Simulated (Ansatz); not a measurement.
Start from Si in the diamond structure (space group Fd-3m, No. 227; a = 5.402 Å).

Computed with LDA (Ansatz, an electronic-structure program), no SOC.

Strains are applied to the cell and any free atomic positions relax.

One change was made to it. Results:

The smallest direct gap shrinks by 0.18 eV to 2.35 eV; the band gap goes up by 0.12 eV to 0.57 eV.

### Question
Which change produced these results?
A) isotropic strain +2.50 %
B) isotropic strain −0.50 %
C) isotropic strain +1.50 %
D) isotropic strain −3.00 %
E) isotropic strain −2.00 %

### Answer
A, isotropic strain +2.50 %. For comparison, the band gap in the other runs: isotropic strain −0.50 % gives 0.42 eV; isotropic strain −2.00 % gives 0.33 eV; isotropic strain +1.50 % gives 0.52 eV; isotropic strain −3.00 % gives 0.27 eV.

No phonon test of stability was made. A zero or small gap of Si under isotropic strain −3.00 % can be the functional's error rather than a property of the material.
